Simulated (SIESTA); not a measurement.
SIESTA run on NiPtF₆ (R-3, 8 atoms in the cell): self-consistent single point.

Computed with SIESTA with GGA PBEsol, numerical atomic orbitals DZP, PseudoDojo PBEsol standard norm-conserving potentials (rewritten from UPF to PSML).

The change in words: lattice scaled by 0.98. Reference geometry:
```xyz
8
Lattice="2.4510 1.4151 4.5417 -2.4510 1.4151 4.5417 0.0000 -2.8302 4.5417" Properties=species:S:1:pos:R:3 pbc="T T T"
Ni     0.0000     0.0000     0.0000
Pt     0.0000     0.0000     6.8125
F      1.5963    -0.0421     7.9461
F     -1.5963     0.0421     5.6790
F     -0.7617     1.4035     7.9461
F      0.7617    -1.4035     5.6790
F     -0.8346    -1.3614     7.9461
F      0.8346     1.3614     5.6790
```
Moments meant for the start (each program seeds them in its own way; μB, in the order of the atoms Ni Pt F F F F F F): 2.0 0.0 0.0 0.0 0.0 0.0 0.0 0.0.

Reference input (self-consistent single point, DFT, GGA PBEsol, numerical atomic orbitals DZP, PseudoDojo PBEsol standard norm-conserving potentials (rewritten from UPF to PSML)): XC.functional = GGA; XC.authors = PBEsol; potentials = PseudoDojo PBEsol standard; PAO.BasisSize = DZP; PAO.EnergyShift = 0.01 Ry; MeshCutoff = 350 Ry; kgrid.MonkhorstPack = 4 4 4; OccupationFunction = FD; ElectronicTemperature = 0.02 eV; Spin = polarized; DM.InitSpin = [1 +2.00, 2 +0.00, 3 +0.00, 4 +0.00, 5 +0.00, 6 +0.00, 7 +0.00, 8 +0.00]; MaxSCFIterations = 150. This run's input differs from it in these lines:

```diff
@@ -13,5 +13,5 @@
 %block LatticeVectors
-     2.451045000    1.415111000    4.541700000
-    -2.451045000    1.415111000    4.541700000
-     0.000000000   -2.830223000    4.541700000
+     2.402024000    1.386809000    4.450866000
+    -2.402024000    1.386809000    4.450866000
+     0.000000000   -2.773619000    4.450866000
 %endblock LatticeVectors
@@ -20,9 +20,9 @@
      0.000000000    0.000000000    0.000000000  1
-     0.000000000   -0.000000500    6.812550000  2
-     1.596341098   -0.042100145    7.946067486  3
-    -1.596341098    0.042099145    5.679032514  3
-    -0.761711255    1.403520988    7.946067486  3
-     0.761711255   -1.403521988    5.679032514  3
-    -0.834629843   -1.361422593    7.946067486  3
-     0.834629843    1.361421593    5.679032514  3
+     0.000000000   -0.000000500    6.676299000  2
+     1.564414211   -0.041258161    7.787146136  3
+    -1.564414211    0.041257161    5.565451864  3
+    -0.746476998    1.375450782    7.787146136  3
+     0.746476998   -1.375451782    5.565451864  3
+    -0.817937212   -1.334194370    7.787146136  3
+     0.817937212    1.334193370    5.565451864  3
 %endblock AtomicCoordinatesAndAtomicSpecies
```

Output, abridged:

```
        iscf     Eharris(eV)        E_KS(eV)     FreeEng(eV)     dDmax    Ef(eV) dHmax(eV)
   scf:    1   -12054.736252   -12095.970106   -12095.970106  0.868564 -0.447076 27.013393
     spin moment: {S} , |S| = {        0.0        0.0    2.00000 }     2.00000
   scf:    2   -12114.025198   -12105.594860   -12105.594860  0.196930 -1.181299 18.877899
     spin moment: {S} , |S| = {        0.0        0.0    2.00000 }     2.00000
   scf:    3   -12116.422667   -12115.075945   -12115.075945  0.359851 -3.413263  5.923715
     spin moment: {S} , |S| = {        0.0        0.0    2.00000 }     2.00000
   [... lines left out ...]
     spin moment: {S} , |S| = {        0.0        0.0    2.00000 }     2.00000
   scf:   24   -12115.852569   -12115.852569   -12115.852569  0.000012 -4.377437  0.000423
     spin moment: {S} , |S| = {        0.0        0.0    2.00000 }     2.00000
   scf:   25   -12115.852569   -12115.852569   -12115.852569  0.000011 -4.377433  0.000387
     spin moment: {S} , |S| = {        0.0        0.0    2.00000 }     2.00000
   scf:   26   -12115.852569   -12115.852569   -12115.852569  0.000010 -4.377430  0.000356
     spin moment: {S} , |S| = {        0.0        0.0    2.00000 }     2.00000
SCF Convergence by DM+H criterion
max |DM_out - DM_in|         :     0.0000095955
max |H_out - H_in|      (eV) :     0.0003555714
SCF cycle converged after 26 iterations

Using DM_out to compute the final energy and forces

siesta: E_KS(eV) =           -12115.8526

siesta: E_KS - E_eggbox =    -12115.8526

siesta: Atomic forces (eV/Ang):
     1   -0.000000   -0.000000   -0.000000
     2   -0.000000   -0.000000   -0.000000
     3    0.999256    0.230522    0.637473
     4   -0.999256   -0.230522   -0.637473
     5   -0.699265    0.750119    0.637473
     6    0.699265   -0.750119   -0.637473
     7   -0.299988   -0.980639    0.637472
     8    0.299988    0.980639   -0.637472
   Tot    0.000000   -0.000000    0.000000
   Max    0.999256
   Res    0.603743    sqrt( Sum f_i^2 / 3N )
   Max    0.999256    constrained

   [... lines left out ...]
siesta: FreeEng =    -12115.852569
siesta: Cell volume =         88.958995 Ang**3
siesta:          60.17387043        -21.30000508  kBar
   [... lines left out ...]
     1     0.728396   17.271604    1.627489  Ni
     2     1.081925   16.918075    0.060404  Pt
     3    -0.301720    7.301720    0.052018  F
     4    -0.301720    7.301720    0.052018  F
     5    -0.301720    7.301720    0.052018  F
     6    -0.301720    7.301720    0.052018  F
     7    -0.301720    7.301720    0.052018  F
     8    -0.301720    7.301720    0.052018  F
 Total    -0.000000                2.000000
```

The run converged in 26 iterations. Against the reference run the free energy rises by 1.9 meV/atom, the pressure goes from -4.61 to 6.02 GPa, the largest force goes from 0.557 to 1.207 eV/Å, the gap on the mesh goes from 0.870 to 0.965 eV and the size of the net moment stays at 0.25 μB/atom.

The starting cell comes from a database of computed structures (which also holds hypothetical and non-ambient phases and stackings), without a prior relaxation at this level. For this run, on top of that: lattice scaled by 0.98. Spin-orbit coupling is off. With one magnetic atom in the cell only a parallel order is possible. Values carry the incompleteness of an atom-centred basis. With a pressure of about 6 GPa the cell is away from its equilibrium volume at this level. Forces in this geometry exceed 1 eV/Å.

Cost on one core of a shared machine: roughly 50 s.
